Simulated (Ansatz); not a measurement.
# BeS (model structure, started from the BeO type, P4₂/mnm, No. 136, 8 atoms in the cell): properties by level of theory

```
level (code)         lattice constant a (Å)  c axis length (Å)  cohesive energy (eV/atom)
-------------------  ----------------------  -----------------  -------------------------
LDA (Ansatz)                          5.819              3.413                       5.12
PBE (Ansatz)                          5.923              3.462                       4.41
PBE-D3(BJ) (Ansatz)                   5.839              3.431                       4.70
```

Ansatz's density-functional and Hartree–Fock values are scalar-relativistic unless marked +SOC, with PAW data made under PBE.

Free atoms are spin-polarised, in the lowest state found; at levels without +SOC their spin–orbit coupling is left out.

Static lattice: no zero-point or thermal effects.

A model structure was made by putting elements into a prototype or built by hand; it is no filed structure, need not be a known phase, and can be a saddle point held by its symmetry.

Ansatz is a first-principles code.
